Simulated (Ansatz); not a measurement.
The reference is Ta in the bcc (W type) structure (space group Im-3m, No. 229; a = 3.2823 Å; relaxed with 0.1 eV smearing). Axes: x, y, z lie along the cube axes.

Computed with plane-wave PAW DFT at the PBEsol level (Ansatz, an electronic-structure program, 420 eV), without spin-orbit coupling.

Now apply this change: an isotropic linear strain of +3.00 %; the atoms relax in the strained cell.

Q: Predict the stress tensor and what it implies for the stiffness.

A: Stress of the strained cell less that of the base (GPa, compression positive):
```
  -15.5     0.0     0.0
    0.0   -15.5     0.0
    0.0     0.0   -15.5
```

Then B = −ΔP/(ΔV/V₀) with ΔV/V₀ = 0.0927 gives secant stiffness values (nonlinear terms included at this strain): B ≈ 167 GPa.

As a check, the harmonic strain energy −½ V₀ Δσ:ε is 77 meV/atom; the computed energy rise is 85 meV/atom.

Stability against distortions was not tested. All final runs are without spin polarisation.
